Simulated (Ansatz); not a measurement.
Take ZnS in the wurtzite structure (space group P6_3mc, No. 186) as the base.

```
CELL_PARAMETERS angstrom
      3.78216     0.00000     0.00000
     -1.89108     3.27545     0.00000
      0.00000     0.00000     6.20765
ATOMIC_POSITIONS crystal
  Zn 0.33333 0.66667 0.00042
  Zn 0.66667 0.33333 0.50042
  S  0.33333 0.66667 0.37458
  S  0.66667 0.33333 0.87458
```

Cartesian axes are those of the cell as printed.

All numbers come from Ansatz (a quantum-chemistry and plane-wave program), PBEsol, PAW, cutoff 420 eV, spin-orbit coupling left out.

For the base:

* **Band gap**: 2.15 eV
* **Valence-band top at Γ**: 0.00, 0.00, -0.09 eV

One thing is altered: the cell is compressed by 1.20 % along z with no lateral relaxation, atoms relaxed at fixed cell.

Q: How does this affect the band gap?

A: The band gap grows by 0.09 eV, from 2.15 eV to 2.24 eV.

Q: How does this affect the valence-band top at Γ?

A: The valence-band top at Γ (three highest levels, from the VBM) becomes 0.00, 0.00, -0.03 eV (base: 0.00, 0.00, -0.09 eV).

The cells carry an imposed strain or load. Stability against distortions was not tested.
